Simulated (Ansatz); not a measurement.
Input and output of a self-consistent single point for Zr2Zn3Ga3 (Pmmm, 8 atoms in the cell) (Ansatz, a quantum-chemistry and plane-wave program).

Computed with PBEsol, PAW files made with PBE (plane waves; Ansatz).

```yaml
crystal:
  lattice:
    - [3.91606, 0.00000, 0.00000]
    - [0.00000, 3.95362, 0.00000]
    - [0.00000, 0.00000, 8.00625]
  atoms:
    - { symbol: Zr, position: [0.00000, 0.00000, 0.75427] }
    - { symbol: Zr, position: [0.00000, 0.00000, 0.24573] }
    - { symbol: Zn, position: [0.50000, 0.00000, 0.50000] }
    - { symbol: Zn, position: [0.00000, 0.50000, 0.00000] }
    - { symbol: Zn, position: [0.00000, 0.50000, 0.50000] }
    - { symbol: Ga, position: [0.50000, 0.50000, 0.74132] }
    - { symbol: Ga, position: [0.50000, 0.50000, 0.25868] }
    - { symbol: Ga, position: [0.50000, 0.00000, 0.00000] }
```

Reference input (self-consistent single point, DFT, PBEsol, plane waves, PAW files made with PBE): basis.ecutwfc = 420 eV; kpoints.mp_grid.grid = 6 6 3; hamiltonian.xc = pbesol; hamiltonian.pseudopotentials = {kind: paw} (the program's default PAW files); scf.occupations.method = gaussian; scf.occupations.width = 0.2 eV. This run's input differs from it in these lines:

Ansatz 0.2 input:
```diff
@@ -15,3 +15,3 @@
 basis:
-  ecutwfc: 420.0
+  ecutwfc: 250.0
 kpoints:
```

Output, abridged:

```
SCF iter   1: F=—  HF=-29331.708666 eV  |F-HF|=—  |Δ(HF+E_count)|=         —  Δρ=9.48e-2  dr2=1.49e1  ethr=3.10e-3  ⟨swp⟩=6.0  Hψ=7844  notcnv=0
all-band conjugate gradients solve this SCF's bands
preconditioner: auto → Kerker (q_TF=auto, 2.628 Å⁻¹)
SCF iter   2: F=—  HF=-29327.782491 eV  |F-HF|=—  |Δ(HF+E_count)|=    3.93e0  Δρ=3.85e-2  dr2=2.93e0  ethr=3.10e-3  ⟨swp⟩=2.2  Hψ=3796  notcnv=0  defer=91
   [... lines left out ...]
SCF iter   7: F=—  HF=-29327.383463 eV  |F-HF|=—  |Δ(HF+E_count)|=   1.50e-5  Δρ=1.62e-4  dr2=2.60e-5  ethr=2.58e-7  ⟨swp⟩=2.0  Hψ=2674  notcnv=0  defer=85
SCF iter   8: F=—  HF=-29327.383380 eV  |F-HF|=—  |Δ(HF+E_count)|=   8.22e-5  Δρ=5.30e-5  dr2=2.71e-6  ethr=2.62e-8  ⟨swp⟩=2.0  Hψ=2455  notcnv=0  defer=85
SCF iter   9: F=—  HF=-29327.383380 eV  |F-HF|=—  |Δ(HF+E_count)|=   6.58e-7  Δρ=3.05e-5  dr2=6.30e-7  ethr=2.74e-9  ⟨swp⟩=2.0  Hψ=2656  notcnv=0  defer=85
SCF iter  10: F=-29327.383379 eV  HF=-29327.383379 eV  |F-HF|=9.67e-9  |Δ(HF+E_count)|=   2.55e-7  Δρ=3.73e-6  dr2=2.00e-8  ethr=1.01e-10  ⟨swp⟩=9.5  Hψ=8226  notcnv=0
SCF 1 converged in 10 iterations: F = -29327.383379 eV  dr2 = 2.00e-8
Free energy (F): -29327.383379 eV
Internal energy: -29327.324017 eV  (E = F + TS)
E sigma→0 (E₀):  -29327.353698 eV
Entropy (-TS):   -0.059363 eV (-7.420 meV/atom)
Fermi energy:    13.763413 eV
--- Forces (eV/Å), atoms counted from 1 ---
  atom   1  Zr     0.00000000     0.00000000    -0.05133985
  atom   2  Zr    -0.00000000    -0.00000000     0.05133985
  atom   3  Zn    -0.00000000     0.00000000     0.00000000
  atom   4  Zn     0.00000000     0.00000000     0.00000000
  atom   5  Zn     0.00000000    -0.00000000     0.00000000
  atom   6  Ga    -0.00000000    -0.00000000     0.07753545
  atom   7  Ga     0.00000000     0.00000000    -0.07753545
  atom   8  Ga    -0.00000000     0.00000000     0.00000000
--- Stress (GPa, compression-positive) ---
        8.239063      -0.000000      -0.000000
       -0.000000       8.049268       0.000000
       -0.000000       0.000000       8.220185
  P = ⅓ Tr σ = 8.1695 GPa (81.695 kbar)
  The stress holds the Pulay correction. Without it, at fixed plane waves, as pw.x and ABINIT print it: P = -51.1803 GPa
```

The run converged in 10 iterations. Against the reference run the free energy goes up by 792 meV/atom, the pressure goes from 4.79 to 8.17 GPa and the largest force goes from 0.096 to 0.078 eV/Å.

The starting cell comes from a database of computed structures (which also holds hypothetical and non-ambient phases and stackings), without a prior relaxation at this level. Its lattice was rescaled by a random factor within 2.5 % of one. Ansatz's pressure includes its estimate of the finite-basis (Pulay) stress. Without the estimate this run gives -51.18 GPa. The cutoff lies below the one recommended for these files.
